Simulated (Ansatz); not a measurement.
## How far to go with the k-point mesh: the (110) slab of TaN (cut from a parent of space group no. 187; 12 atoms in the cell)

```
CELL_PARAMETERS angstrom
      2.89885     0.00000     0.00000
      0.00000     5.10740     0.00000
      0.00000     0.00000    21.37190
ATOMIC_POSITIONS crystal
  Ta 0.50000 0.00000 0.32753
  N  0.00000 0.66667 0.32753
  Ta 0.50000 0.50000 0.39652
  N  0.00000 0.16667 0.39652
  Ta 0.50000 0.00000 0.46550
  N  0.00000 0.66667 0.46550
  Ta 0.50000 0.50000 0.53449
  N  0.00000 0.16667 0.53449
  Ta 0.50000 0.00000 0.60348
  N  0.00000 0.66667 0.60348
  Ta 0.50000 0.50000 0.67247
  N  0.00000 0.16667 0.67247
```

Computed with PBEsol, default PAW files made with PBE (plane waves; Ansatz, a program for electronic structure).

Base settings: basis.ecutwfc = 30.9 Ry; kpoints.mp_grid.grid = 6 3 1; hamiltonian.xc = pbesol; hamiltonian.pseudopotentials = {kind: paw} (the program's default PAW files); scf.occupations.method = fermi_dirac; scf.occupations.width = 0.0073 Ry.

Only quantities that move along the ladder and can be compared are tabulated.

The count of work is k-points × plane waves × bands × iterations; it is no time. 

The starting cell comes from a database of computed structures (which also holds hypothetical and non-ambient phases and stackings), without a prior relaxation at this level. The slab is cut from that crystal, and its faces are unrelaxed. Its lattice was rescaled by up to half a per cent. Spin polarisation is off. In the base run, forces exceed 1 eV/Å. Without a gap this mesh is coarse (it stands for a supercell whose shortest in-plane vector is 15 Å).

| kpoints.mp_grid.grid | free energy less the last step's (meV/atom) | largest difference of a force vector from the last step's (eV/Å) | count of work / last |
|---|---|---|---|
| 2 2 1 | -58.70 | 0.396 | 0.033 |
| 3 2 1 | 24.36 | 0.541 | 0.030 |
| 4 2 1 | 9.93 | 0.234 | 0.040 |
| 5 3 1 | -3.82 | 0.101 | 0.044 |
| 6 3 1 | -2.69 | 0.094 | 0.059 |
| 6 4 1 | -1.15 | 0.055 | 0.089 |
| 7 4 1 | 1.26 | 0.056 | 0.089 |
| 8 5 1 | 0.06 | 0.029 | 0.11 |
| 10 6 1 | -0.33 | 0.009 | 0.18 |
| 11 7 1 | -0.13 | 0.011 | 0.18 |
| 13 8 1 | 0.09 | 0.009 | 0.26 |
| 15 9 1 | -0.02 | 0.002 | 0.30 |
| 18 10 1 | -0.01 | 0.001 | 0.44 |
| 21 12 1 | 0.01 | 0.001 | 0.57 |
| 25 14 1 | 0.00 | 0.000 | 0.77 |
| 29 17 1 | 0.00 | 0.000 | 1.0 |

Coarsest kpoints.mp_grid.grid that holds the forces within 0.02 eV/Å of the last step, with all finer ones: 10 6 1, at 0.18 of the last step's count of work; the step before is off by 0.029 eV/Å.

Coarsest kpoints.mp_grid.grid that holds the free energy within 0.5 meV/atom of the last step, with all finer ones: 8 5 1, at 0.11 of the last step's count of work; the step before is off by 1.3 meV/atom.

Keys are those of Ansatz 0.2.
